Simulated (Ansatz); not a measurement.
We consider As (model structure, started from the fcc type, Fm-3m, No. 225, 1 atom in the cell), described by r²SCAN (plane waves, PAW; Ansatz, a first-principles code).

The run printed, among other lines:

```
WARN output.stress: scf.convergence.dr2_threshold = 1e-7 eV (the SCF's general default) is looser than the 1e-10 eV advised for a printed stress (1e-10 eV for …
Relaxation: its limit of steps is 80 (relax.max_steps)
Crystal: 1 atoms, lattice volume = 18.710 Å³
Basis set: ecut = 560 eV, 537 PW (Γ), exchange–correlation on 72×72×72 points (27 copies of the dense FFT grid, shifted against one another)
Bands: 12, of which v1, the nominal top of the filled ones, is band 8 counted from 1 (7 counted from 0)
Symmetry: 48 space group operations
Space group: Fm-3m (ITA 225), of the structure as read, at distance tolerance 2.7e-5 Å
k-points: 328 of 10648
Functional: x = r2scan, c = r2scan; τ floored in thin density (d = 2e-4 eV/Å³)
SCF iter   1: F=—  HF=-4863.813610 eV  |F-HF|=—  |Δ(HF+E_count)|=         —  Δρ=2.01e-3  dr2=3.42e-4  dr2_τ=5.60e-4
SCF iter   2: F=—  HF=-4863.820216 eV  |F-HF|=—  |Δ(HF+E_count)|=   6.61e-3  Δρ=1.15e-3  dr2=1.59e-4  dr2_τ=4.19e-6
  ...
SCF 1 converged in 6 iterations: F = -4863.820463 eV  dr2 = 6.81e-11
relax step   1: F+E_penalty+E_count = -4863.82046334 eV  Δ(F+E_penalty+E_count) = +0.000e0 eV  max|allowed force component| = 0.000e0 eV/Å  Δτ_max = 0.0000 Å  (6 SCF iters, accepted)
Crystal: 1 atoms, lattice volume = 18.710 Å³
Initial density: handed on by an earlier stage of this run
SCF iter   1: F=—  HF=-4863.820463 eV  |F-HF|=—  |Δ(HF+E_count)|=         —  Δρ=6.81e-7  dr2=6.84e-11  dr2_τ=2.09e-12
SCF iter   2: F=-4863.820463 eV  HF=-4863.820463 eV  |F-HF|=3.00e-11  |Δ(HF+E_count)|=  3.64e-12  Δρ=3.32e-7  dr2=1.73e-11  dr2_τ=3.38e-13
SCF 2 converged in 2 iterations: F = -4863.820463 eV  dr2 = 1.73e-11
SCF converged after 2 iterations
Free energy (F): -4863.820463 eV
Internal energy: -4863.815015 eV  (E = F + TS)
E sigma→0 (E₀):  -4863.817739 eV
Fermi energy:    12.743529 eV
--- Forces (eV/Å), atoms counted from 1 ---
  atom   1  As     0.00000000    -0.00000000     0.00000000
--- Stress (GPa, compression-positive) ---
        1.660412      -0.000000      -0.000000
        0.000000       1.660412       0.000000
       -0.000000      -0.000000       1.660412
  P = ⅓ Tr σ = 1.6604 GPa (16.604 kbar)
```

Task: Write an input file that could have produced this run (the log leaves some choices open).

Result: This is not unique; one that fits is 
Ansatz 0.2 input:
```yaml
crystal:
  lattice:
    - [0.0, 2.1070800742, 2.1070800742]
    - [2.1070800742, 0.0, 2.1070800742]
    - [2.1070800742, 2.1070800742, 0.0]
  atoms:
    - { symbol: As, position: [0.0, 0.0, 0.0] }
basis:
  ecutwfc: 560
  ecutrho_ratio: 4
  xc_grid: 3
kpoints:
  mp_grid: { grid: [22, 22, 22] }
hamiltonian:
  xc: r2scan
  dispersion: none
  pseudopotentials: { kind: paw }
scf:
  occupations: { method: fermi_dirac, width: 0.05 }
output:
  forces: false
  stress: true
  eigenvalues: true
relax:
  f_tol: 0.004
  escape_saddle: false
  max_steps: 80
```

The cell is one volume of an energy–volume scan, off the minimum.

The PAW data were made under PBE.

Note: the relaxation could raise the start's symmetry but not lower it, so the cell can be a saddle point.

A model structure was made by putting elements into a prototype or built by hand; it is no filed structure, need not be a known phase, and can be a saddle point held by its symmetry.
